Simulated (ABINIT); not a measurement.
A self-consistent single point of KPH₂SO₃ (P1, 8 atoms in the cell) with ABINIT.

Level of theory: PBEsol, PAW (JTH v2.0 PBE PAW, files made for PBE) (plane waves; ABINIT).

The change in words: lattice scaled by 0.98. Reference geometry:
```
CELL_PARAMETERS angstrom
      3.29197    -3.18732     0.00000
      3.29197     3.18732     0.00000
     -1.89121     0.00000     5.71203
ATOMIC_POSITIONS crystal
  K  0.83970 0.84401 0.60716
  H  0.21243 0.82193 0.18368
  H  0.82848 0.22295 0.19163
  P  0.35052 0.35195 0.10663
  S  0.37892 0.38431 0.80179
  O  0.10028 0.09320 0.10256
  O  0.27501 0.64422 0.27761
  O  0.64882 0.27160 0.27092
```

Reference input (self-consistent single point, DFT, PBEsol, plane waves, PAW (JTH v2.0 PBE PAW, files made for PBE)): ecut = 30 Ha; pawecutdg = 60 Ha; pawxcdev = 0; ixc = -116133; occopt = 3; tsmear = 0.00073499 Ha; ngkpt = 4 4 3; nshiftk = 1; shiftk = 0 0 0; potentials = JTH v2.0 PBE PAW; nband = 27; kptopt = 1. This run's input differs from it in these lines:

```diff
@@ -3,7 +3,7 @@
 pseudos "K.GGA_PBE-JTH.xml, H.GGA_PBE-JTH.xml, P.GGA_PBE-JTH.xml, S.GGA_PBE-JTH.xml, O.GGA_PBE-JTH.xml"
-acell 8.6590037452 8.6590037452 11.3704253701
+acell 8.4858247391 8.4858247391 11.1430161565
 rprim
-         0.7184338861   -0.6955952496    0.0000000000
-         0.7184338861    0.6955952496    0.0000000000
-        -0.3143121879    0.0000000000    0.9493196767
+         0.7184338847   -0.6955952511    0.0000000000
+         0.7184338847    0.6955952511    0.0000000000
+        -0.3143122315    0.0000000000    0.9493196622
 natom 8
@@ -13,10 +13,10 @@
 xcart
-         4.3944664616    0.0137405365    3.4681377686
-         3.0576816532    1.9426587907    1.0491967271
-         3.0988790788   -1.9300051303    1.0945902136
-         2.1108592386    0.0045323690    0.6090678336
-         0.9961789121    0.0171700928    4.5798583542
-         0.4429785320   -0.0225917242    0.5858141676
-         2.5010755772    1.1767840426    1.5857275171
-         2.5176169694   -1.2022953518    1.5475197618
+         4.3065777209    0.0134657275    3.3987747461
+         2.9965284082    1.9038058587    1.0282127117
+         3.0369018909   -1.8914052699    1.0726983250
+         2.0686423199    0.0044417222    0.5968864300
+         0.9762555269    0.0168266931    4.4882608343
+         0.4341190244   -0.0221398925    0.5740978391
+         2.4510543945    1.1532485094    1.5540128446
+         2.4672649602   -1.1782495957    1.5165692474
       Angstrom
```

Output (repeated stretches shortened):

```
--- !BeginCycle
solver: {iscf: 17, nstep: 50, nline: 4, wfoptalg: 10, }
tolerances: {tolvrs: 1.00E-11, }
...

     iter   Etot(hartree)      deltaE(h)  residm     nres2
 ETOT  1  -95.056105460454    -9.506E+01 9.860E-02 7.775E+01
 ETOT  2  -95.101394759268    -4.529E-02 1.232E-02 2.860E+01
 ETOT  3  -95.076872680287     2.452E-02 1.325E-03 2.433E+00
 ETOT  4  -95.076459818109     4.129E-04 1.891E-03 1.150E-01
 ETOT  5  -95.076587023431    -1.272E-04 5.932E-04 3.026E-02
   [... 11 lines left out ...]
 ETOT 17  -95.076742611101    -6.565E-12 1.579E-06 2.562E-10
 ETOT 18  -95.076742611103    -2.316E-12 1.919E-06 5.843E-11
 ETOT 19  -95.076742611105    -1.265E-12 7.118E-07 1.369E-11
 ETOT 20  -95.076742611104     4.974E-13 8.213E-07 5.323E-12
 At SCF step   20       nres2   =  5.32E-12 < tolvrs=  1.00E-11 =>converged.

 Cartesian components of stress tensor (hartree/bohr^3)
  sigma(1 1)=  8.02009774E-05  sigma(3 2)= -2.59888827E-05
  sigma(2 2)= -2.75956378E-04  sigma(3 1)=  7.04086880E-05
  sigma(3 3)= -2.50117487E-04  sigma(2 1)=  3.05452244E-05

 ----iterations are completed or convergence reached----

 reduced coordinates (array xred) for    8 atoms
       0.839702003672      0.844013003686      0.607164002683
       0.212429000938      0.821925003582      0.183682000804
       0.828480003595      0.222954000975      0.191629000841
       0.350525001529      0.351947001526      0.106629000466
       0.378922001649      0.384309001660      0.801792003535
       0.100285000428      0.093197000401      0.102558000444
   [... lines left out ...]
 Fermi (or HOMO) energy (eV) =   2.13799   Average Vxc (eV)=  -8.79454
   [... lines left out ...]
'-kT*entropy'       : -1.33346993413411E-15
total_energy        : -9.50767424817344E+01
total_energy_eV     : -2.58716973582884E+03
...

-Cartesian components of stress tensor (GPa)         [Pressure=  4.3727E+00 GPa]
- sigma(1 1)=  2.35959382E+00  sigma(3 2)= -7.64619197E-01
- sigma(2 2)= -8.11891559E+00  sigma(3 1)=  2.07149477E+00
- sigma(3 3)= -7.35870930E+00  sigma(2 1)=  8.98671376E-01

 Calculation completed.
```

The run converged in 20 iterations. Against the reference run the free energy rises by 8.8 meV/atom, the pressure goes from -1.35 to 4.37 GPa, the largest force goes from 4.340 to 4.740 eV/Å and the gap on the mesh goes from 4.589 to 4.926 eV.

The starting cell comes from a database of computed structures (which also holds hypothetical and non-ambient phases and stackings), without a prior relaxation at this level. Its atoms were displaced at random from the sites of space group no. 8. For this run, on top of that: lattice scaled by 0.98. The potentials were made for another functional than the one used. With a pressure of about 4 GPa the cell is away from its equilibrium volume at this level. Forces in this geometry exceed 1 eV/Å.

Cost on one core of a shared machine: roughly 8 min.
